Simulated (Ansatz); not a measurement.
The reference is Sc in the hcp (Mg type) structure (space group P6_3/mmc, No. 194; a = 3.318 Å, c = 5.186 Å; relaxed with 0.1 eV smearing). Axes: x lies along a and z along c of the hexagonal cell.

The values are results of PBE in Ansatz (plane waves to 420 eV, PAW, no spin-orbit coupling), not measurements.

One thing is altered: an isotropic linear strain of −2.50 %, atoms relaxed at fixed cell.

Q: Predict the stress tensor and what it implies for the stiffness.

A: Stress of the strained cell less that of the base (GPa, compression positive):
```
    4.7     0.0     0.0
    0.0     4.7     0.0
    0.0     0.0     4.5
```

Then B = −ΔP/(ΔV/V₀) with ΔV/V₀ = -0.0731 gives secant stiffness values (nonlinear terms included at this strain): B (at held cell shape, above the free-shape value) ≈ 63 GPa.

As a check, the harmonic strain energy −½ V₀ Δσ:ε is 27 meV/atom; the computed energy rise is 25 meV/atom.

Stability against distortions was not tested. The final runs are not spin-polarised.

Ansatz is a quantum-chemistry and plane-wave program.
